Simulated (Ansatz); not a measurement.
# Cu3N under a change: Cu vacancy, symmetric start

Consider a 16-atom supercell of Cu₃N (space group Pm-3m, No. 221; a = 3.8269 Å) at its relaxed geometry.

Perturbation: one Cu atom is removed, atoms relaxed at fixed cell.

All numbers come from PBE (Ansatz, an electronic-structure program), without spin-orbit coupling. k-mesh 5×5×5 (Γ-centred); smearing 0.01 eV (Fermi–Dirac).

The pressure goes from zero to -2.7 GPa and the energy gained by relaxation amounts to 0.06 eV. The mean distance from the defect site to its nearest host atoms goes up by 0.03 Å to 1.94 Å.

The magnetic state is the one reached from the starting moments; the real material's order can differ, and small cells can't hold many antiferromagnetic ones. The cell is small, so the values are those of an ordered compound at a high defect concentration; dilute-limit values will differ. The mesh was chosen for an insulator and is coarse for the gapless case. The defect started on the symmetric site and kept its symmetry, so it may sit on a saddle. Starting moments died away, wholly or in part, for Cu vacancy; another magnetic solution may exist. Spin-polarised in the final run: Cu vacancy; the other runs are not. The defect cell is spin-polarised and ends with 0.0 μB.
